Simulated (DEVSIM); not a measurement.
Device: abrupt Ge n-p junction, at 250 K.

```
layer (left to right)  material  thickness (μm)  Nd (cm⁻³)  Na (cm⁻³)  τn (s)  τp (s)
---------------------  --------  --------------  ---------  ---------  ------  ------
1                            Ge            5.90     4.1e15          -  6.6e-6  6.6e-6
2                            Ge            5.70          -     2.4e17  6.6e-6  6.6e-6
```

Left contact: ohmic. Right contact: ohmic. Voltage is applied to the left contact. Recombination: SRH at mid-gap, radiative. Mobility is μmin + (μ − μmin)/(1 + (N/Nref)^α).

This is a model device: material constants are rounded textbook-type values typed into the input, and sizes, dopings and lifetimes were drawn at random. Values at 300 K; Nc and Nv go as T^1.5, mobilities as T to minus their exponent, the gap by Varshni's rule with the affinity fixed. The table also holds parameters that only a changed run uses.

```
parameter               Ge
----------------  --------
gap (eV)             0.664
affinity (eV)            4
permittivity            16
Nc (cm⁻³)          1.04e19
Nv (cm⁻³)             6e18
μn (cm²/Vs)           3900
μp (cm²/Vs)           1900
μn,min                 150
μp,min                 100
Nref,n              2.6e17
Nref,p                4e17
αn                    0.56
αp                     0.6
T exponent of μn      1.66
T exponent of μp      2.33
B (cm³/s)          6.4e-14
Cn (cm⁶/s)           1e-31
Cp (cm⁶/s)           1e-31
Varshni α (eV/K)  0.000477
Varshni β (K)          235
```

Simulated with DEVSIM: 1D drift-diffusion, Boltzmann statistics, complete ionisation; no tunnelling, impact ionisation, image-force lowering or self-heating.

Base results: dark forward voltage at 100 A/cm² (V) 0.389; dark forward voltage at 1 A/cm² (V) 0.278; largest field in the device at zero bias (V/cm) 26000; potential step across the device at zero bias (V) 0.456.

### Question
What follows from this one change: doping Nd of layer 1 4.1e+15 → 1.2e+15 cm^-3?

### Answer
dark forward voltage at 100 A/cm² 0.389 → 0.374 V; dark forward voltage at 1 A/cm² 0.278 → 0.250 V; largest field in the device at zero bias 26000 → 22000 V/cm; potential step across the device at zero bias 0.456 → 0.430 V.

### Question
What follows from this one change: thickness of layer 1 5.9 → 2.1 μm?

### Answer
dark forward voltage at 100 A/cm² 0.389 → 0.361 V; dark forward voltage at 1 A/cm² 0.278 → 0.254 V; largest field in the device at zero bias little changed (26000 V/cm); potential step across the device at zero bias little changed (0.456 V).
